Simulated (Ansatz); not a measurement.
# A computed series for hypothetical P6_3/mmc GeS2: pressure series

The parent structure is GeS2 in the 2H-MoS2 type structure (space group P6_3/mmc, No. 194; a = 3.428 Å, c = 10.622 Å; a hypothetical phase, not in the database extracts checked; layered, stacked along the Cartesian z axis).

Cell and atoms are relaxed at each pressure.

Method: PBE-D3(BJ) (Ansatz, a quantum-chemistry and plane-wave program), scalar-relativistic without spin-orbit coupling, earlier PAW set.

| pressure (GPa) | volume per atom (Å³/atom) |
|---|---|
| -2 | 18.619 |
| -1 | 18.295 |
| 0 | 18.011 |
| 1.8 | ? |
| 4.2 | 17.061 |
| 9 | 16.250 |
| 18 | 15.126 |
| 30 | 14.004 |
| 60 | 12.157 |

### Question
Fit the third-order Birch–Murnaghan form P(V) = (3B₀/2)[(V₀/V)^(7/3) − (V₀/V)^(5/3)]·[1 + (3/4)(B₀′ − 4)((V₀/V)^(2/3) − 1)] (squares taken in P) to the rows shown and predict the withheld row.

### Answer
Least squares on the printed values gives V₀ = 18.021 Å³/atom, B₀ = 74.0 GPa, B₀′ = 3.7; this predicts 17.607 Å³/atom, and the run gives 17.566 Å³/atom, 0.041 lower.

Load acts through the strain it causes; cell and atoms are relaxed under it. Stability against distortions was not tested. No other phases were tried under pressure. All final runs are without spin polarisation.
